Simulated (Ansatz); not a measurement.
The parent structure is BN in the zinc blende structure (space group F-43m, No. 216; a = 3.6247 Å).

Perturbation: a hydrostatic pressure of 0.7 GPa.

Levels (all Ansatz, a quantum-chemistry and plane-wave program, PAW): PBE (420 eV, no spin-orbit coupling); r2SCAN (500 eV, no spin-orbit coupling).

The geometry is relaxed with PBE.

| Item | Result |
|---|---|
| PBE pressure | 0.69 GPa |
| PBE lowest conduction level above the VBM at special points | X 4.46 eV; K 6.90 eV; U 6.90 eV; Γ 8.80 eV |
| PBE gap character | indirect, Γ → X |

With r2SCAN at the same geometry, the pressure falls by 4.745 GPa to -4.05 GPa; the lowest conduction level above the VBM at special points goes from X 4.46 eV; K 6.90 eV; U 6.90 eV; Γ 8.80 eV to X 4.99 eV; K 7.50 eV; U 7.50 eV; Γ 9.53 eV; the gap character stays indirect, Γ → X.

Single points use the geometry relaxed with PBE. Their cutoffs differ, which shifts pressures a little. Load acts through the strain it causes; cell and atoms are relaxed under it. Stability against distortions was not tested.
